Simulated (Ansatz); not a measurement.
**What C vacancy does to C**

The parent structure is an 8-atom supercell of C in the diamond structure (space group Fd-3m, No. 227; a = 3.5603 Å) at its relaxed geometry.

Now apply this change: one C atom is removed, atoms relaxed at fixed cell, starting from a slightly rattled geometry.

Calculations: plane-wave PAW DFT at the r2SCAN level (Ansatz, a program for electronic structure, 500 eV), no SOC. Γ-centred 7×7×7 mesh, Fermi–Dirac width 0.01 eV.

| quantity | base | changed | shift |
|---|---|---|---|
| pressure | 0.0 GPa | -0.5 GPa | -0.5 GPa |
| largest displacement of a host atom from its site in the perfect cell | – | 0.10 Å | – |
| mean distance from the defect site to its nearest host atoms | 1.54 Å | 1.64 Å | +0.10 Å |

Cost of the whole job for the changed cell (relaxation, final SCF and bands): very roughly 9 core-minutes.

The magnetic state is the one reached from the starting moments; the real material's order can differ, and small cells can't hold many antiferromagnetic ones. The cell is small, so the values are those of an ordered compound at a high defect concentration; dilute-limit values will differ. A case with no gap was solved on a k-mesh chosen for an insulator, which is coarse for it. Seeded moments were not kept for C vacancy. The defect cell is spin-polarised and ends with 0.0 μB.
